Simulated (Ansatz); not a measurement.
How the band gap of Bi4Ge3O12 (I-43d, No. 220) moves with the method

No measured value is used here.

```csv
level (code),value (eV)
LDA (Ansatz),?
PBEsol (Ansatz),3.65
r²SCAN (Ansatz),4.23
```

Fill in the missing entries.


- LDA (Ansatz, a quantum-chemistry and plane-wave program), value (eV): 3.61

Computed values are for a static lattice. Levels without +SOC have no spin–orbit coupling; where heavier elements are present it shifts gaps, mostly down, and can invert bands.  Values are at the measured cell. Cutoffs differ between the levels. Ansatz's density-functional and Hartree–Fock values are scalar-relativistic unless marked +SOC, with PAW data made under PBE.
